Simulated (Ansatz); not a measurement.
Start from TlBr in the CsCl type structure (space group Pm-3m, No. 221; a = 3.8395 Å). Axes: x, y, z lie along the cube axes.

The values are results of Kohn–Sham DFT with the LDA functional, run in Ansatz (a program for electronic structure) with PAW and 420 eV plane waves, no spin-orbit coupling, not measurements.

For the base:

| Item | Result |
|---|---|
| Band gap | 1.37 eV |

One thing is altered: uniaxial strain ε_zz = −3.00 %, all other strain components held at zero, atoms relaxed at fixed cell.

Question: What does the calculation give for the band gap after the change?

Answer: The band gap decreases by 0.254 eV (1.37 eV → 1.11 eV).

Question: Estimate the effect on the energy relative to the base.

Answer: The energy rises by 4.2 meV/atom.

Spin-orbit coupling, missing from the scalar runs, can matter with Tl. Whether these cells are dynamically stable was not tested.
